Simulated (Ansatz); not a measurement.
## ScAl3N4 (model structure, P-6m2, No. 187, 8 atoms in the cell)

Calculation: r²SCAN (PAW; Ansatz, a first-principles code).

Numerical settings: plane-wave cutoff 560 eV, 12×12×4 k mesh (along the axes of the cell as run), Fermi–Dirac smearing 0.01 eV, scalar-relativistic PAW data made under PBE.

Cell (relaxed at this level):

```cif
data_Al3N4Sc
_chemical_formula_sum 'Al3 N4 Sc1'
_space_group_name_H-M_alt 'P 1'
_space_group_IT_number 1
_cell_length_a 3.43529
_cell_length_b 3.43529
_cell_length_c 8.38344
_cell_angle_alpha 90.000
_cell_angle_beta 90.000
_cell_angle_gamma 120.000
loop_
_space_group_symop_operation_xyz
  'x, y, z'
loop_
_atom_site_label
_atom_site_type_symbol
_atom_site_fract_x
_atom_site_fract_y
_atom_site_fract_z
_atom_site_occupancy
Al1 Al 0.00000 0.00000 0.01165 1
Al2 Al 0.33333 0.66667 0.25053 1
N1 N 0.00000 0.00000 0.25052 1
N2 N 0.33333 0.66667 0.48721 1
Al3 Al 0.00000 0.00000 0.48941 1
Sc1 Sc 0.33333 0.66667 0.75052 1
N3 N 0.00000 0.00000 0.75050 1
N4 N 0.33333 0.66667 0.01383 1
```

```yaml
band_gap: 3.07 eV (indirect)
smallest_direct_gap_on_the_k_points_sampled: 3.43 eV
```

Note: the relaxation could raise the start's symmetry but not lower it, so the cell can be a saddle point.

Computed values are for the static lattice.

Computing time: around 90 core-seconds (rough).

A model structure was made by putting elements into a prototype or built by hand; it is no filed structure, need not be a known phase, and can be a saddle point held by its symmetry.
